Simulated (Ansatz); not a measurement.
**Ca under a change: x(Sc) = 0.5, 2 atoms, P4/mmm**

Base system: Ca in the fcc (Cu type) structure (space group Fm-3m, No. 225; a = 5.569 Å).

The other end (x = 1) is Sc in the fcc (Cu type) structure (space group Fm-3m, No. 225; a model cell): 25.14 Å³/atom, gap zero; this end may not be an ambient phase.

One thing is altered: Sc replaces 50.0 % of the Ca, ordered in a cell of 2 atoms (starting symmetry P4/mmm) and fully relaxed.

Method: r2SCAN (Ansatz, an electronic-structure program), no spin-orbit coupling, earlier PAW set. k-mesh 14×14×9 (Γ-centred); smearing 0.05 eV (Fermi–Dirac), for the changed cell.

| quantity | base | changed | shift |
|---|---|---|---|
| volume per atom | 43.17 Å³ | 32.33 Å³ | -10.84 Å³ |
| density | 1.54 g/cm³ | 2.18 g/cm³ | +0.64 g/cm³ |
| shortest interatomic distance | 3.938 Å | 3.444 Å | -0.4935 Å |
| band gap | zero | zero | – |
| mixing energy (to 0.01 eV only: unlike meshes or grids) | – | +0.28 eV/atom | – |
| deviation of the volume from the linear (Vegard-type) interpolation | – | -5.4 % | – |

These are small ordered cells, not random alloys; other orderings at the same x differ. Stability against distortions was not tested. The final runs are not spin-polarised. An odd electron count without spin: CaSc. CaSc has a high density of states at the Fermi level and may be magnetic at this level. This is not the structure that Sc has at room temperature and ambient pressure.
